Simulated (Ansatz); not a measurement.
Spacing of the highest filled and lowest empty level at the zone centre in eight small model glasses of hand-chosen composition and density, fast-quenched (anions pushed apart in CHGNet runs), each at its PBE geometry, by PBE and by r2SCAN (Ansatz, a quantum-chemistry and plane-wave program, plane waves, PAW). The cells are the first eight to finish that balance their formal charges, show no moments and no lower geometry on charging where those were tested, and have a gap at both levels; defect levels can set the spacings.

| cell | quench by | pressure (GPa) | levels at the gap | PBE (eV) | experiment, tabulated (eV) |
|---|---|---|---|---|---|
| Hf18O37Ba | CHGNet | 1.7 | spread | 4.09 | - |
| In24O39Ga2 | CHGNet | 0.2 | localised at the filled edge | 0.51 | - |
| In9Ga9Zn9O37Sr | CHGNet | 2.4 | localised at the filled edge | 0.86 | - |
| Al28O44Si | CHGNet | 1.3 | localised at the filled edge | 3.55 | - |
| Hf18O38Sn | CHGNet | -3.6 | localised at the filled edge | 3.35 | - |
| Hf18O37Na2 | CHGNet | 0.6 | localised at the filled edge | 3.83 | - |
| Ti20O41Mg | CHGNet | 2.5 | localised at the filled edge | 2.72 | - |
| In24O37Be | CHGNet | 0.1 | localised at the filled edge | 0.35 | - |

What does r2SCAN give, and how does it move these values against PBE?

Hf18O37Ba 4.54, In24O39Ga2 0.99, In9Ga9Zn9O37Sr 1.30, Al28O44Si 4.19, Hf18O38Sn 3.86, Hf18O37Na2 4.28, Ti20O41Mg 3.05, In24O37Be 0.73 eV. It raises them by +0.33 to +0.64 eV, +0.46 eV on average. A straight line through the eight gives r2SCAN = 1.02 × PBE +0.42 eV, with a scatter of 0.08 eV.
